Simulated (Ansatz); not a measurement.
Adsorption energy and surface dipole of F on the 1x1 (0001) surface of hcp Co, ferromagnetic, one in a 1x1 cell, started at the site 'bridge Co-Co (span 2.5 Å)', worked from the runs' numbers; total energies count from the potentials' own zero.

Calculation: PBE (plane waves to 420 eV, PAW; Ansatz, a program for electronic structure).

Model: 5-atom slab, 6.0 Å thick at the start under the adsorbate (thin: gaps and levels are the slab's own), 14x14x1 mesh, Fermi-Dirac 0.1 eV, dipole correction, 2 atoms held, the rest relaxed; held to the start's symmetry, so lower structures may exist; spin-polarised, no spin-orbit, no U, no dispersion correction. At the end it is bonded to 3 Co. In PBE it is, or lies within 0.03 eV of, the lowest of the starts that converged.

| quantity | value |
|---|---|
| slab with the adsorbate | -21311.323 eV |
| clean slab, same cell and mesh | -20503.174 eV |
| reference, ½ F2(g) | -805.593 eV |
| area of the cell | 5.38 Å² |
| change of the step from the bottom to the top vacuum level | 2.347 eV |

What is the adsorption energy against this reference?

E(slab + adsorbate) − E(slab) − E(reference) = -2.56 eV, so in this state the adsorbate is more stable than in the reference, at a coverage of 18.58 a nm².

What dipole does adsorption add to the slab along the outward normal (Helmholtz relation, ε₀ = 0.005526 e/(V·Å))?

p = −ε₀·A·ΔV = -0.070 e·Å = -0.34 D; its negative end points to the vacuum, which raises the vacuum level.
